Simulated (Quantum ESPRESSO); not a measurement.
Quantum ESPRESSO 7.5, DFT, PBE, plane waves, SSSP 1.1.2 efficiency PBE: fcc Ni, atoms displaced, 4 atoms, spin-polarised from a ferromagnetic start (nspin = 2, starting_magnetization 0.1 on Ni). Basis and mesh were picked for this test and aren't claimed converged.

```json
{
 "cell": "4.98, 4.98, 2.49 Å; 60, 60, 60°",
 "distance_to_the_nearest_atom": "2.31 to 2.33 Å",
 "task": "scf",
 "k mesh": "3×3×6",
 "ecutwfc": "45 Ry",
 "ecutrho": "360 Ry",
 "occupations": "smearing",
 "smearing": "mv",
 "degauss": "0.02 Ry",
 "conv_thr": "4e-09 Ry",
 "tprnfor": "true",
 "tstress": "false",
 "k-point pools (-nk)": "8",
 "diagonalization": "david (default)",
 "k-points computed (for each spin)": "28",
 "bands": "43",
 "electrons": "72",
 "G-vectors of the density": "34117",
 "FFT grid": "60×60×30"
}
```

One run each.

All on 8 ranks. Base settings, kept where nothing else is said: mixing_mode = plain (default), mixing_beta = 0.7 (default), mixing_ndim = 8 (default). The settings tried:
- mixing_beta = 0.4
- mixing_mode = TF, mixing_beta = 0.2
- mixing_ndim = 16
- mixing_mode = local-TF, mixing_beta = 0.4
- mixing_mode = local-TF, mixing_beta = 0.1
- mixing_beta = 0.1
- the base settings
- mixing_beta = 1
- mixing_mode = local-TF
- mixing_mode = TF, mixing_beta = 0.4
- mixing_beta = 0.2
- mixing_mode = TF, mixing_beta = 0.1
- mixing_mode = local-TF, mixing_beta = 0.2
- mixing_mode = TF, mixing_beta = 1
- mixing_ndim = 4
- mixing_mode = TF
- mixing_ndim = 2

Task: Name the extremes by SCF iterations: fewest, most, and any that don't converge.

Result: Fewest SCF iterations, with those close behind: mixing_mode = local-TF (13); mixing_beta = 0.4 (15); mixing_mode = TF (15); mixing_mode = local-TF, mixing_beta = 0.4 (15). Most among those that reach the base run's result: mixing_ndim = 4 (30). No convergence: mixing_ndim = 2 (not converged after the 100 iterations allowed).

```tsv
setting	SCF iterations	end
mixing_mode = local-TF	13	converged
mixing_beta = 0.4	15	converged
mixing_mode = TF	15	converged
mixing_mode = local-TF, mixing_beta = 0.4	15	converged
mixing_mode = TF, mixing_beta = 0.4	17	converged
mixing_mode = local-TF, mixing_beta = 0.2	17	converged
mixing_mode = TF, mixing_beta = 1	18	converged
mixing_ndim = 16	18	converged
mixing_mode = TF, mixing_beta = 0.2	19	converged
the base settings	20	converged
mixing_mode = local-TF, mixing_beta = 0.1	21	converged
mixing_mode = TF, mixing_beta = 0.1	22	converged
mixing_beta = 0.1	24	converged
mixing_beta = 1	24	converged
mixing_beta = 0.2	25	converged
mixing_ndim = 4	30	converged
mixing_ndim = 2	100	not converged
```
